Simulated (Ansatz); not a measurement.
This Ansatz (a quantum-chemistry and plane-wave program) input is the reference run, Te (space group P3_121, No. 152; made of chains), computed with Ansatz, r2SCAN, PAW, cutoff 500 eV, scalar-relativistic without spin-orbit coupling:

Ansatz 0.2 input:
```yaml
crystal:
  lattice:
    - [4.6241183375, 0, 0]
    - [-2.3120591688, 4.0046039504, 0]
    - [0, 0, 5.9033879475]
  atoms:
    - { symbol: Te, position: [0.2533533744, 0, 0.3333333333] }
    - { symbol: Te, position: [0, 0.2533533744, 0.6666666667] }
    - { symbol: Te, position: [0.7466466256, 0.7466466256, 0] }
basis: { ecutwfc: 500, ecutrho_ratio: 4, xc_grid: 4, fft_grid_basis: typed }
kpoints: { mp_grid: { grid: [8, 8, 6] } }
hamiltonian:
  xc: r2scan
  dispersion: none
  pseudopotentials: { kind: paw }
scf: { occupations: { method: fermi_dirac, width: 0.05 }, convergence: { dr2_threshold: 0.0000000003 } }
output: { forces: true, stress: true }
```

**Question.** Write the input for this change: the cell is compressed by 0.35 % along x with no lateral relaxation, atoms relaxed at fixed cell.

**Answer.** 
Ansatz 0.2 input:
```yaml
crystal:
  lattice:
    - [4.6079339233, 0, 0]
    - [-2.3039669617, 4.0046039504, 0]
    - [0, 0, 5.9033879475]
  atoms:
    - { symbol: Te, position: [0.2533533744, 0, 0.3333333333] }
    - { symbol: Te, position: [0, 0.2533533744, 0.6666666667] }
    - { symbol: Te, position: [0.7466466256, 0.7466466256, 0] }
basis: { ecutwfc: 500, ecutrho_ratio: 4, xc_grid: 4, fft_grid_basis: typed }
kpoints: { mp_grid: { grid: [8, 8, 6] } }
hamiltonian:
  xc: r2scan
  dispersion: none
  pseudopotentials: { kind: paw }
scf: { occupations: { method: fermi_dirac, width: 0.05 }, convergence: { dr2_threshold: 0.0000000003 } }
relax: { f_tol: 0.005, max_steps: 50 }
output: { forces: true, stress: true }
checkpoint: { write: state.ck, write_every: 1000 }
```
This is the input that was run.

The cells carry an imposed strain or load. No phonon test of stability was made. No dispersion term is included, though the crystal is made of layers, chains or molecules, so its spacings can come out too wide.
